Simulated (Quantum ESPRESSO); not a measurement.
Quantum ESPRESSO run on NiAl (P4mm, 2 atoms in the cell): self-consistent single point.

Level of theory: LDA (PW92), PseudoDojo standard norm-conserving (LDA) pseudopotentials (plane waves; Quantum ESPRESSO).

```xyz
2
Lattice="2.8813 0.0000 0.0000 0.0000 2.8813 0.0000 0.0000 0.0000 2.8813" Properties=species:S:1:pos:R:3 pbc="T T T"
Al     1.4407     1.4407     1.4907
Ni     0.0000     0.0000     0.0000
```

Reference input (self-consistent single point, DFT, LDA (PW92), plane waves, PseudoDojo standard norm-conserving (LDA) pseudopotentials): ecutwfc = 100 Ry; occupations = smearing; smearing = fd; degauss = 0.0073499 Ry; potentials = {Al: Al.upf, Ni: Ni.upf}; K_POINTS = automatic 7 7 7 0 0 0; conv_thr = 1e-10 Ry. This run's input differs from it in these lines:

```diff
@@ -15,4 +15,4 @@
   occupations = 'smearing'
-  smearing = 'fd'
-  degauss = 0.0073499
+  smearing = 'cold'
+  degauss = 0.000734986
 /
@@ -32,3 +32,3 @@
 K_POINTS automatic
-7 7 7  0 0 0
+12 12 12  0 0 0
```

The program printed (abridged):

```
     Self-consistent Calculation

     iteration #  1     ecut=   100.00 Ry     beta= 0.70

     Threshold (ethr) on eigenvalues was too large:
     Diagonalizing with lowered threshold

     total energy              =    -340.03598723 Ry
     estimated scf accuracy    <       0.20408705 Ry

     iteration #  2     ecut=   100.00 Ry     beta= 0.70

     total energy              =    -339.86664655 Ry
     estimated scf accuracy    <       2.22238737 Ry

     iteration #  3     ecut=   100.00 Ry     beta= 0.70

     total energy              =    -340.16062936 Ry
     estimated scf accuracy    <       0.00379561 Ry

   [... 7 blocks of this kind left out ...]

     iteration # 11     ecut=   100.00 Ry     beta= 0.70

     total energy              =    -340.16160838 Ry
     estimated scf accuracy    <          5.4E-10 Ry

     iteration # 12     ecut=   100.00 Ry     beta= 0.70
     End of self-consistent calculation

     Number of k-points >= 100: set verbosity='high' to print the bands.

     the Fermi energy is    13.8524 ev

!    total energy              =    -340.16160838 Ry
     estimated scf accuracy    <          1.9E-11 Ry
     smearing contrib. (-TS)   =      -0.00000347 Ry
     internal energy E=F+TS    =    -340.16160491 Ry

     convergence has been achieved in  12 iterations

     Forces acting on atoms (cartesian axes, Ry/au):

     atom    1 type  1   force =     0.00000000    0.00000000   -0.00994376
     atom    2 type  2   force =     0.00000000    0.00000000    0.00994376

     Total force =     0.014063     Total SCF correction =     0.000001

          total   stress  (Ry/bohr**3)                   (kbar)     P=      -87.48
  -0.00059206   0.00000000   0.00000000          -87.09        0.00        0.00
   0.00000000  -0.00059206   0.00000000            0.00      -87.09        0.00
   0.00000000   0.00000000  -0.00059993            0.00        0.00      -88.25

   JOB DONE.
```

The run converged in 12 iterations. Against the reference run the free energy goes up by 13.5 meV/atom, the pressure goes from -8.87 to -8.75 GPa and the largest force moves little (0.255 to 0.256 eV/Å).

The starting cell has typed, rounded lattice constants, without a prior relaxation at this level. Its lattice was rescaled by up to half a per cent. One atom was moved a little off its site on purpose. Spin polarisation is off. With a pressure of about -9 GPa the cell is away from its equilibrium volume at this level.

Cost on one core of a shared machine: roughly 3 min.
